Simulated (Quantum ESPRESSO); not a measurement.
A self-consistent single point of Tl₂Pd (P1, 6 atoms in the cell) with Quantum ESPRESSO.

Computed with PBEsol, GBRV 1.5 ultrasoft (PBESOL) pseudopotentials (plane waves; Quantum ESPRESSO).

```
CELL_PARAMETERS angstrom
      4.43625    -3.39313     0.00000
      4.43625     3.39313     0.00000
     -3.74448     0.00000     4.43832
ATOMIC_POSITIONS crystal
  Tl 0.50474 0.83692 0.17771
  Tl 0.50001 0.16783 0.83356
  Tl 0.16783 0.50001 0.33356
  Tl 0.83217 0.49999 0.66644
  Pd 0.00080 0.99920 0.25000
  Pd 0.99920 0.00080 0.75000
```

Reference input (self-consistent single point, DFT, PBEsol, plane waves, GBRV 1.5 ultrasoft (PBESOL) pseudopotentials): ecutwfc = 40 Ry; ecutrho = 320 Ry; occupations = smearing; smearing = fermi-dirac; degauss = 0.0073499 Ry; potentials = {Tl: tl_pbesol_v1.2.uspp.F.UPF, Pd: pd_pbesol_v1.4.uspp.F.UPF}; K_POINTS = automatic 3 3 4 0 0 0; conv_thr = 1e-10 Ry; mixing_beta = 0.7. This run's input differs from it in these lines:

```diff
@@ -17,2 +17,3 @@
     degauss = 0.0073499,
+    nbnd = 42,
 /
```

Output (repeated stretches shortened):

```
     Self-consistent Calculation

     iteration #  1     ecut=    40.00 Ry     beta= 0.70

 %%%%%%%%%%%%%%%%%%%%%%%%%%%%%%%%%%%%%%%%%%%%%%%%%%%%%%%%%%%%%%%%%%%%%%%%%%%%%%
     Error in routine efermig (1):
     internal error, cannot bracket Ef
 %%%%%%%%%%%%%%%%%%%%%%%%%%%%%%%%%%%%%%%%%%%%%%%%%%%%%%%%%%%%%%%%%%%%%%%%%%%%%%

     stopping ...
```

The program stopped with an error at about iteration 1. 

The starting cell comes from a database of computed structures (which also holds hypothetical and non-ambient phases and stackings), without a prior relaxation at this level. Its lattice was rescaled by up to half a per cent. One atom was moved a little off its site on purpose.
